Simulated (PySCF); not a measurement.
PySCF 2.14.0, unrestricted PBE/def2-tzvp, df: hydrogen bromide anion (Br), charge -1, multiplicity 2, 2 atoms. The geometry is a generated start, not checked to be a minimum at this level.

```json
{
 "task": "energy",
 "method": "pbe",
 "basis": "def2-tzvp",
 "two_electron_scheme": "density fitting",
 "mol.max_memory": "3000 MB",
 "mf.max_cycle": "100",
 "mf.init_guess": "minao (default)",
 "mf.DIIS": "CDIIS (default)",
 "mf.diis_space": "8 (default)",
 "mf.conv_tol": "1e-09 (default)",
 "mf.grids.level": "3 (default)",
 "basis_functions": "54",
 "grid_points": "30232"
}
```

```xyz
2

Br     0.7009    -0.0161     0.0084
H     -0.7009     0.0161    -0.0084
```

Charge -1 and multiplicity 2 are set for this test and not shown to be the ground state.

One run each on 2 threads, 1 BLAS thread. Values of level_shift (Hartree) tried: 0 (default), 0.1, 0.3, 1.

Task: How does the count of Fock builds change with level_shift (Hartree), and where is it least?

Result: Fewest Fock builds, within one of each other: 0 (default) with 11, 0.1 with 12. The count rises to 51 at 1. All converge to one solution.

| level_shift (Hartree) | Fock builds | end |
|---|---|---|
| 0 (default) | 11 | same solution |
| 0.1 | 12 | same solution |
| 0.3 | 21 | same solution |
| 1 | 51 | same solution |
